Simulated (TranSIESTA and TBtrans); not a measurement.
Sn chain with one bond stretched by 0.3 Å

Junction: Sn chain with one bond stretched by 0.3 Å. Leads: straight Sn chain, spacing 2.75 Å. Geometry: as built, not relaxed.

Method: TranSIESTA and TBtrans, PBE, DZP numerical orbitals (energy shift 0.15 eV), PseudoDojo norm-conserving scalar-relativistic potentials, mesh cutoff 200 Ry, 300 K, no spin polarisation, no spin-orbit coupling; self-consistent non-equilibrium Green functions.

| Quantity | Result |
|---|---|
| Conductance at 300 K (G0 = 2e²/h) | 2.84 |
| Mean T from −0.5 to 0.5 eV | 2.79 |

Energies count from the leads' Fermi level. Transmissions are for one spin of a degenerate pair. The energy step is 0.01 eV; narrower resonances are cut or missed.

| E (eV) | T | lead channels |
|---|---|---|
| -1.95 | 0.95 | 1 |
| -1.80 | 0.95 | 1 |
| -1.65 | 0.95 | 1 |
| -1.50 | 0.95 | 1 |
| -1.35 | 0.95 | 1 |
| -1.20 | 0.95 | 1 |
| -1.05 | 0.96 | 1 |
| -0.90 | 0.96 | 1 |
| -0.75 | 1.80 | 3 |
| -0.60 | 2.39 | 3 |
| -0.45 | 2.65 | 3 |
| -0.30 | 2.77 | 3 |
| -0.15 | 2.83 | 3 |
| 0.00 | 2.84 | 3 |
| 0.15 | 2.83 | 3 |
| 0.30 | 2.80 | 3 |
| 0.45 | 2.77 | 3 |
| 0.60 | 2.74 | 3 |
| 0.75 | 2.71 | 3 |
| 0.90 | 2.69 | 3 |
| 1.05 | 2.68 | 3 |
| 1.20 | 2.67 | 3 |
| 1.35 | 2.67 | 3 |
| 1.50 | 2.68 | 3 |
| 1.65 | 2.69 | 3 |
| 1.80 | 2.70 | 3 |
| 1.95 | 2.71 | 3 |

The straight chain is held at its spacing; free chains may zigzag or dimerise. No spin-polarised start was tried, so a magnetic state, if there is one, is missed.
